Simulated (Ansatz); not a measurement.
SiS2 (P2_1/c), PBEsol+D3BJ, rigid bands (Ansatz, an electronic-structure program): N_c = 9.56e18 cm⁻³ at 300 K and an electron conductivity mass of 0.492 mₑ along x (a = (5.93, 0.00, -0.04) Å; b = (0.00, 7.60, 0.00) Å; c = (-1.35, 0.00, 5.57) Å).

Task: For 1e16 electrons per cm³ at 300 K, place the Fermi level, estimate the Seebeck coefficient of a parabolic band with constant τ, and give mobility and conductivity for τ = 50 fs.

Result: The level lies k_BT ln(N_c/n) = 0.177 eV below the conduction-band minimum. S ≈ −(k_B/e)[ln(N_c/n) + 5/2] = -807 μV/K, against -804 μV/K from the full bands (mean over directions). μ = eτ/m = 179 cm²/(V·s) and σ = neμ = 0.286 S/cm. τ is assumed, not computed.

Band transport and this doping are assumed; polarons and phonon drag are left out. Spin-orbit coupling is left out. Geometry: cell and atoms relaxed with PBEsol+D3(BJ).

Computed structure with no diffraction record at hand here (it may be known, metastable or hypothetical): SiS2 (P2_1/c). PBEsol with a dispersion correction tends to overbind, so the cell can be several per cent short, in bad cases over ten, which usually narrows a gap: SiS2 (P2_1/c).
